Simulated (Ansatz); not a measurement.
Relaxation of the outer planes of the (211) surface of rock-salt MgO in its 1x1 cell (cut with top plane Mg + O, bottom plane Mg + O), outermost plane spacing 0.87 Å in the ideal cut.

Computed with PBE (plane waves to 420 eV, PAW; Ansatz, a program for electronic structure).

Slab: 28 atoms, Mg14O14, 11.3 Å thick at the start; k 8x4x1, smearing 0.025 eV, dipole-corrected; all atoms relaxed; start symmetry kept, larger cells not searched; no spin (no spin-polarised run to compare, though such a face may carry moments), no spin-orbit, no U. Its gap by band count is narrow, 0.17 eV on this mesh, and the smearing reaches across it.

| plane | atoms | bulk spacing to the next (Å) | relaxed spacing (Å) | change (%) | rumpling (Å) |
|---|---|---|---|---|---|
| 1 | O + Mg | 0.868 | ___ | ___ | ___ |
| 2 | O + Mg | 0.868 | 0.800 | -7.9 | 0.00 |

Question: What belongs in the gaps?

Answer: 
- 1, relaxed spacing (Å): 0.648
- 1, change (%): -25.3
- 1, rumpling (Å): 0.20 (O outermost)
